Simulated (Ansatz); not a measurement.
The reference is MgF$_{2}$ in the rutile structure (space group P4_2/mnm, No. 136; a = 4.6389 Å, c = 3.0624 Å).

Levels (all Ansatz, a quantum-chemistry and plane-wave program, PAW): PBEsol (420 eV, no spin-orbit coupling); HSE06 (420 eV, scalar-relativistic without spin-orbit coupling).

Its gap is 6.89 eV with PBEsol and 9.38 eV with HSE06.

One thing is altered: a hydrostatic pressure of 10 GPa.

With PBEsol the gap becomes 7.47 eV.

Q: If the HSE06 correction stayed the same, what would the HSE06 gap be, and what does the HSE06 run give?

A: A rigid correction of +2.49 eV gives 9.96 eV. The HSE06 run gives 10.00 eV, so the correction itself changes by +0.04 eV.

Single points use the geometry relaxed with PBEsol. Load acts through the strain it causes; cell and atoms are relaxed under it. Stability against distortions was not tested. No other phases were tried under pressure. The base started in Pnnm and relaxed to P4_2/mnm at this level.
